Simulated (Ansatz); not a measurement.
AlAs 6H (hcchcc) (a stacking that need not occur in nature), space group P6_3mc.

The geometry comes from a PBE relaxation.

```yaml
crystal:
  lattice:
    - [4.04757, 0.00000, 0.00000]
    - [-2.02379, 3.50530, 0.00000]
    - [0.00000, 0.00000, 19.86867]
  atoms:
    - { symbol: Al, position: [0.00000, 0.00000, 0.00001] }
    - { symbol: As, position: [0.00000, 0.00000, 0.12524] }
    - { symbol: Al, position: [0.66667, 0.33333, 0.16682] }
    - { symbol: As, position: [0.66667, 0.33333, 0.29162] }
    - { symbol: Al, position: [0.33333, 0.66667, 0.33325] }
    - { symbol: As, position: [0.33333, 0.66667, 0.45805] }
    - { symbol: Al, position: [0.00000, 0.00000, 0.50001] }
    - { symbol: As, position: [0.00000, 0.00000, 0.62524] }
    - { symbol: Al, position: [0.33333, 0.66667, 0.66682] }
    - { symbol: As, position: [0.33333, 0.66667, 0.79162] }
    - { symbol: Al, position: [0.66667, 0.33333, 0.83325] }
    - { symbol: As, position: [0.66667, 0.33333, 0.95805] }
```

These are HSE06 (plane waves to 420 eV, PAW; Ansatz, a quantum-chemistry and plane-wave program) values and carry that method's errors. Scalar-relativistic, without spin–orbit coupling. Its k-point mesh 6×6×1, Fermi–Dirac width 0.01 eV. HSE06 ran on meshes of its own (6×6×1); its edges and gaps are taken over the mesh and over extra points off it, mostly where PBE has its edges.

Task: List the levels next to the gap at (0.500, 0.000, 0.500) of this cell's own (folded) zone, from the top of the valence band (the table ends after a fixed count of bands, which can cut a degenerate set).

Result: 
```csv
band,E − E_v (eV)
v4,-1.350
v3,-1.350
v2,-1.039
v1,-1.039
c1,2.327
c2,2.327
c3,2.816
c4,2.816
```
